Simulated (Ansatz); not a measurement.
## HfB2, pressure series

The reference is HfB₂ (space group P6/mmm, No. 191; a = 3.1279 Å, c = 3.4454 Å).

Cell and atoms are relaxed at each pressure.

Level of theory: PBEsol (Ansatz, a first-principles code), no spin-orbit coupling.

| P (GPa) | V (Å³/atom) |
|---|---|
| -1.99 | 9.807 |
| -0.99 | 9.768 |
| 0.89 | 9.698 |
| 2.08 | 9.655 |
| 4.50 | 9.570 |
| 9.00 | 9.421 |
| 15.00 | 9.238 |
| 22.50 | 9.031 |
| 30.00 | 8.844 |

Question: Fit a third-order Birch–Murnaghan equation of state.

Answer: Least squares on P(V) = (3B₀/2)[(V₀/V)^(7/3) − (V₀/V)^(5/3)]·[1 + (3/4)(B₀′ − 4)((V₀/V)^(2/3) − 1)] gives V₀ = 9.73 Å³/atom, B₀ = 261 GPa and B₀′ = 3.9.

Load acts through the strain it causes; cell and atoms are relaxed under it. No phonon test of stability was made. No other phases were tried under pressure. All final runs are without spin polarisation.
